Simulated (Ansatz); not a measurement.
## Hf, response to strain

Take Hf in the hcp (Mg type) structure (space group P6_3/mmc, No. 194; relaxed with 0.1 eV smearing) as the base.

```
CELL_PARAMETERS angstrom
      3.15810     0.00000     0.00000
     -1.57905     2.73500     0.00000
      0.00000     0.00000     5.00450
ATOMIC_POSITIONS crystal
  Hf 0.66667 0.33333 0.75000
  Hf 0.33333 0.66667 0.25000
```

Cartesian axes are those of the cell as printed.

Strains are applied to the cell and any free atomic positions relax.

All numbers come from Kohn–Sham DFT with the PBEsol functional, run in Ansatz (an electronic-structure program) with PAW and 420 eV plane waves, spin-orbit coupling left out.

Candidates:
(a) uniaxial strain ε_zz = −2.50 %
(b) uniaxial strain ε_zz = +3.00 %
(c) uniaxial strain ε_zz = +1.00 %
(d) uniaxial strain ε_zz = +0.50 %
(e) uniaxial strain ε_zz = +2.50 %

Notes on the quantities. energy relative to the base: free energy F.

**Question.** Order them by energy relative to the base, highest first.

**Answer.** (b) uniaxial strain ε_zz = +3.00 % (+12 meV/atom), (a) uniaxial strain ε_zz = −2.50 % (+9.1 meV/atom), (e) uniaxial strain ε_zz = +2.50 % (+8.2 meV/atom), (c) uniaxial strain ε_zz = +1.00 % (+1.4 meV/atom), (d) uniaxial strain ε_zz = +0.50 % (+0.3 meV/atom)

No phonon test of stability was made. All final runs are without spin polarisation.
